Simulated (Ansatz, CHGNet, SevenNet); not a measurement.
**Lattice parameter a of Sn (model structure, started from the lonsdaleite type, P6₃/mmc, No. 194, 4 atoms in the cell) at several levels of theory**

No measured value is used here.

```csv
level (code),value (Å)
CHGNet 0.3.0,3.377
CHGNet-r²SCAN,4.534
SevenNet-0,4.696
LDA (Ansatz),[?]
PBE (Ansatz),[?]
PBEsol (Ansatz),4.609
r²SCAN (Ansatz),4.627
```

Task: What belongs in the gaps?

Result: 
- LDA (Ansatz, a first-principles code), value (Å): 4.561
- PBE (Ansatz), value (Å): 4.691

CHGNet 0.3.0: the cell has another shape than the first-principles one, perhaps another minimum in the same group. SevenNet-0: the cell moved over 20 % in volume from its start. Cutoffs differ between the levels. Ansatz's density-functional and Hartree–Fock values are scalar-relativistic unless marked +SOC, with PAW data made under PBE.

Machine-learned potentials (CHGNet 0.3.0, CHGNet-r²SCAN, SevenNet-0) are trained on DFT data: a solid inside that data is no test of them.

A model structure was made by putting elements into a prototype or built by hand; it is no filed structure, need not be a known phase, and can be a saddle point held by its symmetry.
